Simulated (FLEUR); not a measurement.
Band structure of LaBi3 (Pm-3m, 4 atoms in the cell).

```
CELL_PARAMETERS angstrom
      4.98620     0.00000     0.00000
      0.00000     4.98620     0.00000
      0.00000     0.00000     4.98620
ATOMIC_POSITIONS crystal
  La 0.00000 0.00000 0.00000
  Bi 0.50000 0.00000 0.50000
  Bi 0.00000 0.50000 0.50000
  Bi 0.50000 0.50000 0.00000
```

Computed with LDA (Perdew-Zunger), all-electron FLAPW (FLEUR), scalar-relativistic valence in FLEUR.

Settings: Kmax = 3.8 1/bohr; GmaxXC = 15.2 1/bohr; xcFunctional = pz; jspins = 1; l_soc = F; mode = hist; fermiSmearingEnergy = 0.00183747 Htr; mesh (inpgen div1-3) = 5 5 5; inpgen gamma flag = false; Gmax = 15.2 1/bohr; numbands = 0; maxIterBroyd = 15; imix = Anderson; alpha = 0.05.

The starting cell comes from a database of computed structures (which also holds hypothetical and non-ambient phases and stackings), without a prior relaxation at this level. Its lattice was rescaled by a random factor within 2.5 % of one. Spin-orbit coupling is off. Values depend on the basis (sphere radii, cutoffs, local orbitals), which need not be converged.

Levels in eV from the Fermi level, bands 25 to 32:
| point | 25 | 26 | 27 | 28 | 29 | 30 | 31 | 32 |
|---|---|---|---|---|---|---|---|---|
| Γ | -3.45 | -0.19 | -0.19 | -0.19 | 0.83 | 0.83 | 1.29 | 1.29 |
| X | -2.41 | -1.90 | -1.12 | -1.12 | -0.62 | 1.35 | 1.35 | 1.42 |
| M | -2.18 | -2.18 | -1.12 | -1.00 | -1.00 | 1.30 | 1.49 | 1.49 |
| R | -3.55 | -3.55 | 1.28 | 1.28 | 1.28 | 1.52 | 1.52 | 1.52 |
